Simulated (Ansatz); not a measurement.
The reference is TiSi$_{2}$ (space group Fddd, No. 70; a = 4.780 Å, b = 8.232 Å, c = 8.522 Å).

Computed with r2SCAN/PAW in Ansatz (a program for electronic structure), no spin-orbit coupling, earlier PAW set.

Before the change:

```
Property    Value
--------  -------
Pressure  0.0 GPa
Band gap     zero
```

Now apply this change: an isotropic linear strain of −2.69 %, atoms relaxed at fixed cell.

Task: Predict the new energy relative to the base.

Result: The energy grows by 47 meV/atom.

Task: Predict the new pressure.

Result: The pressure (mean of the normal stresses, compression positive) goes from zero to 14.7 GPa.

Task: What does the calculation give for the band gap after the change?

Result: The band gap stays zero.

Whether these cells are dynamically stable was not tested. All final runs are without spin polarisation.
